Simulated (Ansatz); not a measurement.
## NiGe: pressure 7 GPa

The reference is NiGe (space group Pnma, No. 62; a = 5.407 Å, b = 3.473 Å, c = 5.847 Å; non-magnetic).

It is then changed as follows: a hydrostatic pressure of 7 GPa.

All numbers come from PBE/PAW in Ansatz (a program for electronic structure), no spin-orbit coupling. k-mesh 9×13×8 (Γ-centred); smearing 0.05 eV (Fermi–Dirac).

| quantity | base | changed | shift |
|---|---|---|---|
| volume per atom | 13.73 Å³ | 13.10 Å³ | -0.63 Å³ |
| density | 7.94 g/cm³ | 8.33 g/cm³ | +0.383 g/cm³ |
| shortest interatomic distance | 235.4 pm | 232.8 pm | -2.6 pm |
| band gap | zero | zero | – |

Final structure:

```xyz
8
Lattice="5.3360 0.0000 0.0000 0.0000 3.4329 0.0000 0.0000 0.0000 5.7190" Properties=species:S:1:pos:R:3 pbc="T T T"
Ni     2.7099     0.8582     3.9312
Ni     0.0419     0.8582     4.6473
Ni     2.6261     2.5747     1.7878
Ni     5.2941     2.5747     1.0717
Ge     3.6651     0.8582     0.5054
Ge     0.9971     0.8582     2.3541
Ge     1.6709     2.5747     5.2136
Ge     4.3389     2.5747     3.3649
```

Load acts through the strain it causes; cell and atoms are relaxed under it. Whether these cells are dynamically stable was not tested. No other phases were tried under pressure. Seeded moments were not kept for the base. The final runs are not spin-polarised.
